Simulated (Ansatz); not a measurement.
The reference is CuI in the zinc blende structure (space group F-43m, No. 216; a = 5.8619 Å). Axes: x, y, z lie along the cube axes.

Computed with Kohn–Sham DFT with the LDA functional, run in Ansatz (an electronic-structure program) with PAW and 420 eV plane waves, no spin-orbit coupling.

Perturbation: a pure shear with ε_xy = ε_yx = 0.0114; the atoms relax in the strained cell.

### Question
Predict the stress tensor and what it implies for the stiffness.

### Answer
Stress of the strained cell less that of the base (GPa, compression positive):
```
   0.00   -0.61    0.00
  -0.61    0.00    0.00
   0.00    0.00    0.00
```

Then −Δσ/γ with γ = 2ε = 0.0228 gives relaxed-ion elastic constants: C66 ≈ 27 GPa.

Stability against distortions was not tested. All final runs are without spin polarisation.
